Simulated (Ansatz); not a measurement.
Take WC (space group P-6m2, No. 187; a = 2.899 Å, c = 2.827 Å; relaxed with 0.1 eV smearing) as the base. Axes: x lies along a and z along c of the hexagonal cell.

All numbers come from PBEsol, PAW, 420 eV (Ansatz, a quantum-chemistry and plane-wave program; without spin-orbit coupling).

Strains are applied to the cell and any free atomic positions relax.

One change was made to it. Results:

The pressure (mean of the normal stresses, compression positive) goes from zero to 0.4 GPa; the energy increases by 8.4 meV/atom.

### Question
What was done to the base?
A) tensor shear ε_xz = +1.43 %
B) tensor shear ε_xz = +2.00 %
C) tensor shear ε_xz = +1.14 %

### Answer
A, tensor shear ε_xz = +1.43 %. For comparison, the energy relative to the base in the other runs: tensor shear ε_xz = +1.14 % gives +5.3 meV/atom; tensor shear ε_xz = +2.00 % gives +16 meV/atom.

No phonon test of stability was made. The final runs are not spin-polarised.
